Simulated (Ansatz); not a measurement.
Results of PBEsol-D3(BJ) (PAW; Ansatz, a program for electronic structure) for antifluorite Be₂C.

Input:

Ansatz 0.2 input:
```yaml
crystal:
  lattice:
    - [0.0, 2.1354160671, 2.1354160671]
    - [2.1354160671, 0.0, 2.1354160671]
    - [2.1354160671, 2.1354160671, 0.0]
  atoms:
    - { symbol: Be, position: [0.25, 0.25, 0.25] }
    - { symbol: Be, position: [0.75, 0.75, 0.75] }
    - { symbol: C, position: [0.0, 0.0, 0.0] }
basis:
  ecutwfc: 520
  ecutrho_ratio: 4
  xc_grid: 2
kpoints:
  mp_grid: { grid: [14, 14, 14] }
  band_path:
    path:
      - [0.0, 0.0, 0.0]
      - [0.033333, 0.0, 0.033333]
      - [0.066667, 0.0, 0.066667]
      - [0.1, 0.0, 0.1]
      - [0.133333, 0.0, 0.133333]
      - [0.166667, 0.0, 0.166667]
      - [0.2, 0.0, 0.2]
      - [0.233333, 0.0, 0.233333]
      - [0.266667, 0.0, 0.266667]
      - [0.3, 0.0, 0.3]
      - [0.333333, 0.0, 0.333333]
      - [0.366667, 0.0, 0.366667]
      - [0.4, 0.0, 0.4]
      - [0.433333, 0.0, 0.433333]
      - [0.466667, 0.0, 0.466667]
      - [0.5, 0.0, 0.5]
      - [0.53125, 0.0625, 0.53125]
      - [0.5625, 0.125, 0.5625]
      - [0.59375, 0.1875, 0.59375]
      - [0.625, 0.25, 0.625]
      - [0.375, 0.375, 0.75]
      - [0.351562, 0.351562, 0.703125]
      - [0.328125, 0.328125, 0.65625]
      - [0.304687, 0.304687, 0.609375]
      - [0.28125, 0.28125, 0.5625]
      - [0.257812, 0.257812, 0.515625]
      - [0.234375, 0.234375, 0.46875]
      - [0.210937, 0.210937, 0.421875]
      - [0.1875, 0.1875, 0.375]
      - [0.164062, 0.164062, 0.328125]
      - [0.140625, 0.140625, 0.28125]
      - [0.117187, 0.117188, 0.234375]
      - [0.09375, 0.09375, 0.1875]
      - [0.070312, 0.070312, 0.140625]
      - [0.046875, 0.046875, 0.09375]
      - [0.023438, 0.023438, 0.046875]
      - [0.038462, 0.038462, 0.038462]
      - [0.076923, 0.076923, 0.076923]
      - [0.115385, 0.115385, 0.115385]
      - [0.153846, 0.153846, 0.153846]
      - [0.192308, 0.192308, 0.192308]
      - [0.230769, 0.230769, 0.230769]
      - [0.269231, 0.269231, 0.269231]
      - [0.307692, 0.307692, 0.307692]
      - [0.346154, 0.346154, 0.346154]
      - [0.384615, 0.384615, 0.384615]
      - [0.423077, 0.423077, 0.423077]
      - [0.461538, 0.461538, 0.461538]
      - [0.5, 0.5, 0.5]
      - [0.5, 0.475, 0.525]
      - [0.5, 0.45, 0.55]
      - [0.5, 0.425, 0.575]
      - [0.5, 0.4, 0.6]
      - [0.5, 0.375, 0.625]
      - [0.5, 0.35, 0.65]
      - [0.5, 0.325, 0.675]
      - [0.5, 0.3, 0.7]
      - [0.5, 0.275, 0.725]
      - [0.5, 0.25, 0.75]
      - [0.5, 0.214286, 0.714286]
      - [0.5, 0.178571, 0.678571]
      - [0.5, 0.142857, 0.642857]
      - [0.5, 0.107143, 0.607143]
      - [0.5, 0.071429, 0.571429]
      - [0.5, 0.035714, 0.535714]
    npoints: 1
hamiltonian:
  xc: pbesol
  dispersion: d3bj
  pseudopotentials: { kind: paw }
scf:
  occupations: { method: fermi_dirac, width: 0.01 }
  convergence: { dr2_threshold: 0.0000000003 }
output:
  forces: true
  stress: true
  eigenvalues: true
  write_bands: true
```

Output (set-up and result lines):

```
Crystal: 3 atoms, lattice volume = 19.475 Å³
Basis set: ecut = 520 eV, 531 PW (Γ), exchange–correlation on 48×48×48 points (8 copies of the dense FFT grid, shifted against one another)
Bands: 8, of which v1, the nominal top of the filled ones, is band 4 counted from 1 (3 counted from 0)
Symmetry: 48 space group operations
Space group: Fm-3m (ITA 225), of the structure as read, at distance tolerance 2.7e-5 Å
k-points: 104 of 2744
Functional: x = pbesol(κ = 0.804, μ = 0.12345679012345678), c = pbesol(β = 0.046)
SCF iter   1: F=—  HF=-428.884939 eV  |F-HF|=—  |Δ(HF+E_count)|=         —  Δρ=5.13e-3  dr2=6.05e-3
SCF iter   2: F=—  HF=-428.883055 eV  |F-HF|=—  |Δ(HF+E_count)|=   1.88e-3  Δρ=1.24e-3  dr2=1.94e-4
  ...
SCF iter   5: F=—  HF=-428.882903 eV  |F-HF|=—  |Δ(HF+E_count)|=   6.54e-8  Δρ=3.61e-6  dr2=2.19e-9
SCF iter   6: F=-428.882903 eV  HF=-428.882903 eV  |F-HF|=9.66e-13  |Δ(HF+E_count)|=   1.38e-9  Δρ=1.01e-7  dr2=1.22e-12
SCF 1 converged in 6 iterations: F = -428.882903 eV  dr2 = 1.22e-12
SCF converged after 6 iterations
Free energy (F): -428.882903 eV
Internal energy: -428.882903 eV  (E = F + TS)
E sigma→0 (E₀):  -428.882903 eV
Fermi energy:    10.564795 eV
--- Stress (GPa, compression-positive) ---
        0.000197       0.000000      -0.000000
       -0.000000       0.000197      -0.000000
        0.000000      -0.000000       0.000197
  P = ⅓ Tr σ = 0.0002 GPa (0.002 kbar)
```

The PAW data were made under PBE.
